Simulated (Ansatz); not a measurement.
# Ge: response to strain

The parent structure is Ge in the diamond structure (space group Fd-3m, No. 227).

```yaml
crystal:
  lattice:
    - [0.00000, 2.83635, 2.83635]
    - [2.83635, 0.00000, 2.83635]
    - [2.83635, 2.83635, 0.00000]
  atoms:
    - { symbol: Ge, position: [0.50000, 0.50000, 0.50000] }
    - { symbol: Ge, position: [0.75000, 0.75000, 0.75000] }
```

Cartesian axes are those of the cell as printed.

Strains are applied to the cell and any free atomic positions relax; under biaxial strain the out-of-plane vector relaxes too.

Method: r2SCAN/PAW in Ansatz (an electronic-structure program), no SOC, earlier PAW set.

Candidates:
(a) biaxial strain +3.67 %, plane normal [110], relaxed out of plane
(b) biaxial strain +1.04 %, plane normal [001], relaxed out of plane
(c) biaxial strain +1.59 %, plane normal [111], relaxed out of plane

Notes on the quantities. energy relative to the base: free energy F.

Question: Order them by energy relative to the base, highest first.

Answer: (a) biaxial strain +3.67 %, plane normal [110], relaxed out of plane (+30 meV/atom), (c) biaxial strain +1.59 %, plane normal [111], relaxed out of plane (+6.1 meV/atom), (b) biaxial strain +1.04 %, plane normal [001], relaxed out of plane (+2.1 meV/atom)

A biaxial case was relaxed in a doubled cell and then solved in the primitive one. A case with no gap was solved on a k-mesh chosen for an insulator, which is coarse for it. Whether these cells are dynamically stable was not tested.
